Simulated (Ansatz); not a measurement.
## Carrier properties of InP under load (space group I-4m2)

Here is the system:

```xyz
2
Lattice="0.0000 2.8918 3.0794 2.8918 0.0000 3.0794 2.8918 2.8918 0.0000" Properties=species:S:1:pos:R:3 pbc="T T T"
In     0.0000     0.0000     0.0000
P      1.4459     1.4459     1.5397
```

The numbers are results of HSE06, rigid bands (plane waves, PAW, scalar-relativistic; Ansatz, a first-principles code), not measurements. Condition of this run: uniaxial stress along [001] of -3 GPa (compression positive) (the target of the relaxation). Cell: cell and atoms relaxed with PBEsol, then loaded as said.

The band gap comes out as 1.23 eV, the electron conductivity mass (300 K, dilute) comes out as 0.086 (x), 0.086 (y), 0.094 (z) mₑ and the effective density of states N_c (300 K) is 6.3e17 cm⁻³. The density-of-states mass, electrons is 0.086 mₑ and the Seebeck coefficient, n-type 1e19 cm⁻³, 300 K comes out as -58 μV/K.

Rigid bands; masses and Seebeck coefficients take one relaxation time τ for all states and one kind of carrier; polarons and phonon drag are left out. Spin-orbit coupling is left out. Geometry: cell and atoms relaxed with PBEsol.
